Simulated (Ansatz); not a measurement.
## A computed series for BAs: pressure series

Base system: BAs in the zinc blende structure (space group F-43m, No. 216; a = 4.809 Å).

Cell and atoms are relaxed at each pressure.

The values are results of PBE (Ansatz, a first-principles code, PAW, no spin-orbit coupling), earlier PAW set, not measurements.

Candidates:
(a) pressure 7 GPa
(b) pressure 15 GPa
(c) pressure 75 GPa
(d) pressure 3 GPa

Base values:

```
Quantity   Result
--------  -------
Band gap  1.21 eV
```

**Question.** Order them by band gap, lowest first.

**Answer.** (c) pressure 75 GPa (0.86 eV), (b) pressure 15 GPa (1.11 eV), (a) pressure 7 GPa (1.16 eV), (d) pressure 3 GPa (1.19 eV)

Load acts through the strain it causes; cell and atoms are relaxed under it. No phonon test of stability was made. No other phases were tried under pressure.
